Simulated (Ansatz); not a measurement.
We consider YB (model structure, started from the rocksalt type, Fm-3m, No. 225, 2 atoms in the cell), described by PBE in Ansatz (plane waves, PAW).

Run with plane-wave cutoff 520 eV, 18×18×18 k mesh, Fermi–Dirac smearing 0.05 eV, scalar-relativistic PAW data made under PBE.

Cell (relaxed at this level):

```xyz
2
Lattice="0.0000 2.6750 2.6750 2.6750 0.0000 2.6750 2.6750 2.6750 0.0000" Properties=species:S:1:pos:R:3 pbc="T T T"
B      0.0000     0.0000     0.0000
Y      2.6750     2.6750     2.6750
```

Question: What does this level give for the bulk modulus B0?

Answer: 
- bulk modulus B0: 87.6 GPa

The run finds no gap.

Note: the bulk modulus is −V dP/dV from two relaxed cells at ±2 % in volume; the relaxation could raise the start's symmetry but not lower it, so the cell can be a saddle point.

Static lattice: no zero-point or thermal effects.

Computing time: roughly 15 core-seconds.

A model structure was made by putting elements into a prototype or built by hand; it is no filed structure, need not be a known phase, and can be a saddle point held by its symmetry.

Ansatz is an electronic-structure program.
